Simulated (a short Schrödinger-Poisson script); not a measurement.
**Symmetric double-gate stack, SiO2 on p-type Si(100)**

Structure: symmetric double-gate stack, SiO2 on p-type Si(100), at 300 K.

```
layer  material  thickness (nm)  Na (cm⁻³)
-----  --------  --------------  ---------
1          SiO2             2.7          -
2            Si               4       1e15
3          SiO2             2.7          -
```

The device is made up for the run: typed textbook-type constants, with dimensions and the other settings drawn at random. SiO2: permittivity 3.9, conduction-band edge (eV) 3.15, gap (eV) 9, electron mass (mₑ) 0.5. Si: permittivity 11.7, conduction-band edge (eV) 0, gap (eV) 1.124, Nv at 300 K (cm⁻³) 3.1e19.

Channel valleys (confinement mass, in-plane density-of-states mass, number): Δ2 0.916, 0.19, 2; Δ4 0.19, 0.417, 4. At the gates, both at one voltage, the conduction-band edge of layer 1 lies 3.48 eV − eVg above the Fermi level of the channel. Gaps are held at their typed values at every temperature. Mesh 0.03 nm at interfaces.

From a short Schrödinger-Poisson script (our own, NumPy): 1D Poisson equation in equilibrium, electrons quantum, Hartree (BenDaniel-Duke, 12 states a valley, the channel's in-plane mass for all, wave functions free to enter the dielectric), parabolic valleys, classical holes, full ionisation, no traps, pinning or gate leakage.

```csv
Vg (V),electrons (cm⁻²),C (μF/cm²),Δ2 E0 (meV),Δ2 E1 (meV),Δ4 E0 (meV),Δ4 E1 (meV)
0,6.88e6,< 0.003,353.6,424.4,415.7,675.6
0.1,3.29e8,< 0.003,253.7,324.4,315.7,575.6
0.2,1.51e10,0.0914,154.7,225.5,216.7,476.6
0.3,3.13e11,1.04,75.9,146.1,137.8,397.0
0.4,1.21e12,1.71,39.9,108.3,101.3,358.4
0.5,2.36e12,1.93,21.3,87.6,82.3,336.7
0.6,3.60e12,2.03,9.1,73.2,69.6,321.3
0.7,4.89e12,2.09,0.0,61.9,60.1,308.9
0.8,6.21e12,2.13,-7.3,52.5,52.4,298.4
0.9,7.54e12,2.16,-13.3,44.3,45.9,289.2
1,8.89e12,2.18,-18.5,37.0,40.4,281.0
1.1,1.03e13,2.19,-23.1,30.4,35.5,273.5
1.2,1.16e13,2.21,-27.2,24.4,31.2,266.6
1.3,1.30e13,2.22,-30.9,18.8,27.3,260.1
1.4,1.44e13,2.23,-34.3,13.5,23.7,254.1
1.5,1.58e13,2.24,-37.5,8.6,20.4,248.4
1.6,1.72e13,2.25,-40.5,4.0,17.4,243.0
1.7,1.86e13,2.26,-43.3,-0.4,14.6,237.9
1.8,2.00e13,2.26,-45.9,-4.7,11.9,232.9
```

Gate voltages with under 1e6 electrons/cm² are left out.

Subbands count from the Fermi level. The capacitance is that of both gates.
